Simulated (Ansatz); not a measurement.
Response to strain in BN

Base system: BN in the wurtzite structure (space group P6_3mc, No. 186).

```
BN
1.0
    2.55452     0.00000     0.00000
   -1.27726     2.21228     0.00000
    0.00000     0.00000     4.22456
B N
2 2
Cartesian
  0.00000   1.47485   0.00080
  1.27726   0.73743   2.11308
  0.00000   1.47485   1.58341
  1.27726   0.73743   3.69569
```

Cartesian axes are those of the cell as printed.

Strains are applied to the cell and any free atomic positions relax; under biaxial strain the out-of-plane vector relaxes too.

Calculations: Ansatz (a program for electronic structure), PBE, PAW, cutoff 420 eV, scalar-relativistic without spin-orbit coupling.

Notes on the quantities. pressure: mean of the normal stresses, compression positive.

```csv
change,pressure,out-of-plane strain,smallest direct gap
base,0.00 GPa,–,8.23 eV
"biaxial strain +0.60 %, plane normal [001], relaxed out of plane",-4.06 GPa,-0.07 %,8.15 eV
"biaxial strain +1.20 %, plane normal [001], relaxed out of plane",-7.89 GPa,-0.14 %,8.05 eV
"biaxial strain +1.80 %, plane normal [001], relaxed out of plane",___,___,___
"biaxial strain +2.40 %, plane normal [001], relaxed out of plane",-14.91 GPa,-0.27 %,7.84 eV
"biaxial strain +3.00 %, plane normal [001], relaxed out of plane",-18.11 GPa,-0.33 %,7.72 eV
```

Task: What belongs in the blanks?

Result: 
- biaxial strain +1.80 %, plane normal [001], relaxed out of plane, pressure: -11.51 GPa
- biaxial strain +1.80 %, plane normal [001], relaxed out of plane, out-of-plane strain: -0.20 %
- biaxial strain +1.80 %, plane normal [001], relaxed out of plane, smallest direct gap: 7.95 eV

Stability against distortions was not tested.
